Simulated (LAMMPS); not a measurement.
Consider a melt made from Cr (bcc), 2000 atoms, at 2830 K and 0 GPa, brought to that temperature within a few picoseconds in molecular dynamics.

Method: classical MD, pair style meam, file library.meam (library.meam-Cr) (LAMMPS).

```json
{
 "state_found": "liquid",
 "density": "5.077 ± 0.008 g/cm³",
 "volume_per_atom": "17.01 ± 0.03 Å³/atom",
 "enthalpy_per_atom": "-3.1435 ± 0.0008 eV/atom",
 "first peak of g(r)": "2.45 Å, height 2.3",
 "coordination_number": "8.3 (counted to 3.22 Å)",
 "most common Cr-Cr-Cr angle": "at the 3° bin centred on 58.5°, after smoothing over three bins (mean of all 97°)",
 "self-diffusion coefficient of Cr (not corrected for cell size)": "(9.7 ± 0.1) × 10^-5 cm²/s",
 "shear viscosity (Green-Kubo)": "1.73 ± 0.07 mPa s",
 "cost": "around 13 core-minutes (rough)"
}
```

Potential: file library.meam of the LAMMPS distribution; its header cites Baskes, Phys Rev B, 46, 2727-2742 (1992).

Caution: the potential MEAM library.meam-Cr is a first-neighbour MEAM set with a 4 Å cutoff, used here without a parameter file and away from the static properties it was fitted to. Caution: a run this short can hold a crystal over, or a liquid under, the potential's own melting point, which these runs don't give.

States go by the mean squared displacement: a species diffuses where it passes 1.5 Å², still rises and gives D over 1e-6 cm²/s; a crystal has left its structure where atoms lie 0.35 Å off their sites on average or a cubic box changes its shape by 3 %, or the axial ratios of another lie 8 % off the starting cell's, which the potential's own relaxation can also do.

Errors of D are the spread over four groups of atoms in one short run; a floor of about 5 %, a picked value, is safer.

The ± values are statistical; the model's systematic error is not in them.

| t (ps) | MSD (Å²) |
|---|---|
| 0.1000 | 0.529 |
| 0.2000 | 1.10 |
| 0.3000 | 1.67 |
| 0.4000 | 2.24 |
| 0.5000 | 2.81 |
| 0.6000 | 3.39 |
| 0.7000 | 3.97 |
| 0.8000 | 4.56 |
| 0.9000 | 5.15 |
| 1.100 | 6.31 |
| 1.300 | 7.47 |
| 1.500 | 8.62 |
| 1.700 | 9.81 |
| 2.000 | 11.5 |
| 2.300 | 13.3 |
| 2.700 | 15.6 |
| 3.200 | 18.5 |
| 3.700 | 21.4 |
| 4.300 | 24.9 |
| 5.000 | 29.0 |
| 5.800 | 33.7 |
| 6.800 | 39.5 |
| 7.900 | 45.9 |
| 9.200 | 53.4 |
| 10.70 | 62.2 |
| 12.50 | 72.7 |
| 14.50 | 84.3 |
| 16.90 | 98.4 |
| 19.60 | 114 |
| 22.80 | 133 |
| 26.60 | 155 |
| 30.90 | 180 |
| 36.00 | 210 |
